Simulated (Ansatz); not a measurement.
For WGe2 (model structure, started from the Al2Cu type, I4/mcm, No. 140, 6 atoms in the cell), PBEsol in Ansatz (plane waves, PAW) gives:

- lattice constant a: 6.139 Å
- c axis length: 5.220 Å

Problem. What does PBE-D3(BJ) (Ansatz, an electronic-structure program, plane waves, PAW) give for the same quantities?

Solution. 
- lattice constant a: 6.148 Å (rises by 0.1 %)
- lattice parameter c: 5.233 Å (rises by 0.2 %)

Changes are worked out from the printed values.

Unless a cell is named, each level is at its own relaxed cell (PBEsol 16.39, PBE-D3(BJ) 16.48 Å³/atom).

Levels without +SOC leave out spin–orbit coupling, which shifts energies and cells of such heavy elements.

Ansatz's density-functional and Hartree–Fock values are scalar-relativistic unless marked +SOC, with PAW data made under PBE.

A model structure was made by putting elements into a prototype or built by hand; it is no filed structure, need not be a known phase, and can be a saddle point held by its symmetry.
